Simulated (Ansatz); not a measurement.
**A computed series for PtSe2: response to strain**

Take PtSe2 in the CdI2 type structure (space group P-3m1, No. 164; layered; relaxed with 0.1 eV smearing) as the base.

```
PtSe2
1.0
    3.77223     0.00000     0.00000
   -1.88611     3.26684     0.00000
    0.00000     0.00000     4.82116
Pt Se
1 2
Direct
  0.00000   0.00000   0.00000
  0.66667   0.33333   0.26550
  0.33333   0.66667   0.73450
```

Cartesian axes are those of the cell as printed.

Strains are applied to the cell and any free atomic positions relax; under biaxial strain the out-of-plane vector relaxes too.

Method: PBE-D3(BJ) (Ansatz, a quantum-chemistry and plane-wave program), no spin-orbit coupling.

```json
[
 {"biaxial strain, plane normal [001], relaxed out of plane (%)": "0", "out-of-plane strain (%)": "0.00"},
 {"biaxial strain, plane normal [001], relaxed out of plane (%)": "0.55", "out-of-plane strain (%)": "?"},
 {"biaxial strain, plane normal [001], relaxed out of plane (%)": "1.31", "out-of-plane strain (%)": "-1.72"},
 {"biaxial strain, plane normal [001], relaxed out of plane (%)": "2.21", "out-of-plane strain (%)": "-2.84"},
 {"biaxial strain, plane normal [001], relaxed out of plane (%)": "2.29", "out-of-plane strain (%)": "-2.94"}
]
```

Q: Fit ε⊥ = −νε + γε² (strains in %) to the rows shown and predict the withheld row.

A: Least squares on the printed values gives ν = 1.35 (the biaxial Poisson response) and γ = 0.030 (largest residual 0.00 %); this predicts -0.73 %, and the run gives -0.74 %, in agreement.

Whether these cells are dynamically stable was not tested. All final runs are without spin polarisation.
